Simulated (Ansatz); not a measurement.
## Carrier doping in TiO2

The parent structure is TiO2 in the anatase structure (space group I4_1/amd, No. 141).

```yaml
crystal:
  lattice:
    - [-1.88485, 1.88485, 4.77607]
    - [1.88485, -1.88485, 4.77607]
    - [1.88485, 1.88485, -4.77607]
  atoms:
    - { symbol: Ti, position: [0.75000, 0.25000, 0.50000] }
    - { symbol: Ti, position: [0.00000, 0.00000, 0.00000] }
    - { symbol: O, position: [0.95752, 0.45752, 0.50000] }
    - { symbol: O, position: [0.79248, 0.79248, 0.00000] }
    - { symbol: O, position: [0.54248, 0.04248, 0.50000] }
    - { symbol: O, position: [0.20752, 0.20752, 0.00000] }
```

Carriers are added at fixed cell with a uniform background; the Fermi–Dirac width is that of 300 K.

Computed with PBEsol in Ansatz (plane waves to 420 eV, PAW, no spin-orbit coupling).

Notes on the quantities. Fermi level from band edge: Fermi level relative to the doped band's edge (positive inside the band; to 0.05 eV).

```
case                      Fermi level from band edge  gap between the host's bands
------------------------  --------------------------  ----------------------------
undoped                                            –                       2.11 eV
electrons 2.0×10^21 cm⁻³                    +0.50 eV                       2.20 eV
electrons 7.0×10^21 cm⁻³                         [?]                           [?]
electrons 1.0×10^22 cm⁻³                    +0.85 eV                       2.56 eV
electrons 2.0×10^22 cm⁻³                    +1.00 eV                       2.92 eV
holes 2.0×10^21 cm⁻³                        +0.10 eV                       2.14 eV
holes 7.0×10^21 cm⁻³                        +0.25 eV                       2.21 eV
holes 1.0×10^22 cm⁻³                        +0.30 eV                       2.26 eV
holes 2.0×10^22 cm⁻³                        +0.45 eV                       2.45 eV
```

Problem. Fill in the withheld entries from the trend.

Solution. 
- electrons 7.0×10^21 cm⁻³, Fermi level from band edge: +0.80 eV
- electrons 7.0×10^21 cm⁻³, gap between the host's bands: 2.43 eV

Charged cell with a jellium background: band edges are those of the host's band count, energies are not comparable with the neutral cell, and many-body gap narrowing is missing. Stability against distortions was not tested. The base started in C2/c and relaxed to I4_1/amd at this level. The final runs are not spin-polarised.

Ansatz is an electronic-structure program.
